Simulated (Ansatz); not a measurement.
**A computed series for Pb: element substitutions**

Consider Pb in the fcc (Cu type) structure (space group Fm-3m, No. 225; a = 4.931 Å).

Each row replaces one element on all its sites; cell and atoms are relaxed.

Level of theory: Ansatz (an electronic-structure program) PBEsol, no spin-orbit coupling.

Before the change:

The lattice parameter a comes out as 493.1 pm.

**Question.** The aim is a lattice parameter a between 328.1 pm and 365.8 pm. Which of these changes reaches it?
A. Pb → Re
B. Pb → Ni
C. Pb → Sb

**Answer.** B, Pb → Ni. It gives 346.3 pm; Pb → Re gives 388.0 pm; Pb → Sb gives 471.5 pm. Changes not listed may reach it too

Other magnetic orders, which the real material may have, were not ruled out. Whether these cells are dynamically stable was not tested. Spin-polarised in the final run: Ni; the other runs are not. This is not the structure that Re has at room temperature and ambient pressure. This is not the structure that Sb has at room temperature and ambient pressure.
